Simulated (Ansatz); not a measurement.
Take CdTe in the zinc blende structure (space group F-43m, No. 216; a = 6.489 Å) as the base. Axes: x, y, z lie along the cube axes.

The values are results of Ansatz (an electronic-structure program) PBEsol, no spin-orbit coupling, not measurements.

For the base:

| Item | Value |
|---|---|
| Band gap | 0.65 eV |

Modification: tensor shear ε_xy = +0.86 % (engineering shear γ = 0.0172), atoms relaxed at fixed cell.

Question: What happens to the stress?

Answer: The stress (xx, yy, zz, yz, xz, xy; compression positive) comes out as (0.01, 0.01, 0.01, 0.00, 0.00, -0.34) GPa.

Question: What happens to the band gap?

Answer: The band gap drops by 0.05 eV (0.65 eV → 0.60 eV).

With Te present, leaving out spin-orbit coupling can change the band edges. The cells carry an imposed strain or load. Stability against distortions was not tested.
